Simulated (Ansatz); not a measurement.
**Several settings converged on NbRu (P4mm, 2 atoms in the cell)**

```yaml
crystal:
  lattice:
    - [3.06874, 0.00000, 0.00000]
    - [0.00000, 3.06874, 0.00000]
    - [0.00000, 0.00000, 3.44215]
  atoms:
    - { symbol: Nb, position: [0.00000, 0.00000, 0.01453] }
    - { symbol: Ru, position: [0.50000, 0.50000, 0.50000] }
```

Base method: LDA (PW92), default PAW files made with PBE (plane waves; Ansatz, an electronic-structure program).

Base settings: basis.ecutwfc = 30.9 Ry; kpoints.mp_grid.grid = 11 11 10; hamiltonian.xc = lda; hamiltonian.pseudopotentials = {kind: paw} (the program's default PAW files); scf.occupations.method = fermi_dirac; scf.occupations.width = 0.0073 Ry.

The count of work is k-points × plane waves × bands × iterations; it is no time. 

**The width of Fermi-Dirac smearing**

In this ladder: kpoints.mp_grid.grid = 18 18 16.

Narrow widths need finer meshes than wide ones, so the last steps can hold mesh noise.

Only quantities that move along the ladder and can be compared are tabulated; pressure and forces are left out, as mesh noise rules them at narrow widths.

```csv
scf.occupations.width,free energy less the last step's (meV/atom),energy extrapolated to zero width less the last step's (meV/atom)
0.0735 Ry,-1709.15,-6.93
0.0367 Ry,-421.09,-6.44
0.022 Ry,-154.12,-8.97
0.0147 Ry,-69.48,-4.42
0.0073 Ry,-14.48,-0.61
0.0037 Ry,0.00,0.00
```

Widest scf.occupations.width that holds the free energy within 5 meV/atom: not settled: the last two steps still differ by 14 meV/atom, over half the tolerance, so the ladder does not show it.

Widest scf.occupations.width that holds the energy extrapolated to zero width within 2 meV/atom of the last step, with all finer ones: 0.0073 Ry; the step before is off by 4.4 meV/atom.

The extrapolation to zero width removes most of the smearing's effect on the energy.

**The width of Methfessel-Paxton smearing**

In this ladder: kpoints.mp_grid.grid = 18 18 16; scf.occupations.method = methfessel_paxton.

Narrow widths need finer meshes than wide ones, so the last steps can hold mesh noise.

Only quantities that move along the ladder and can be compared are tabulated; pressure and forces are left out, as mesh noise rules them at narrow widths.

```tsv
scf.occupations.width	free energy less the last step's (meV/atom)
0.0735 Ry	-7.89
0.0367 Ry	-3.46
0.022 Ry	-0.91
0.0147 Ry	-0.29
0.0073 Ry	-0.07
0.0037 Ry	0.00
```

Widest scf.occupations.width that holds the free energy within 0.5 meV/atom of the last step, with all finer ones: 0.0147 Ry; the step before is off by 0.91 meV/atom.

**The mesh under tetrahedron occupations**

In this ladder: scf.occupations.method = tetrahedron; scf.occupations.width = default.

Only quantities that move along the ladder and can be compared are tabulated.

```tsv
kpoints.mp_grid.grid	free energy less the last step's (meV/atom)	pressure (GPa)	largest difference of a force vector from the last step's (eV/Å)	count of work / last
5 5 4	-19.05	-14.84	0.021	0.020
6 6 5	18.99	-14.54	0.076	0.037
7 7 6	-5.23	-14.97	0.057	0.043
8 8 8	-0.38	-14.98	0.035	0.080
10 10 9	-2.77	-15.05	0.028	0.11
13 13 12	0.24	-15.02	0.028	0.21
16 16 14	-0.22	-15.05	0.014	0.33
20 20 18	0.02	-15.07	0.004	0.60
25 25 22	0.00	-15.08	0.000	1.0
```

Coarsest kpoints.mp_grid.grid that holds the pressure within 0.2 GPa of the last step, with all finer ones: 7 7 6, at 0.043 of the last step's count of work; the step before is off by 0.55 GPa.

Coarsest kpoints.mp_grid.grid that holds the free energy within 0.5 meV/atom of the last step, with all finer ones: 13 13 12, at 0.21 of the last step's count of work; the step before is off by 2.8 meV/atom.

Coarsest kpoints.mp_grid.grid that holds the forces within 0.01 eV/Å of the last step, with all finer ones: 20 20 18; the step before is off by 0.014 eV/Å.

On the base run: the starting cell comes from a database of computed structures (which also holds hypothetical and non-ambient phases and stackings), without a prior relaxation at this level. Its lattice was rescaled by up to half a per cent. One atom was moved a little off its site on purpose. Spin polarisation is off. In the base run, with a pressure of about -15 GPa the cell is away from its equilibrium volume at this level. Ansatz's pressure includes its estimate of the finite-basis (Pulay) stress.

Left out of this page: 4 runs of the series outside the window shown, repeating another row's setting, or not comparable.

Keys are those of Ansatz 0.2.
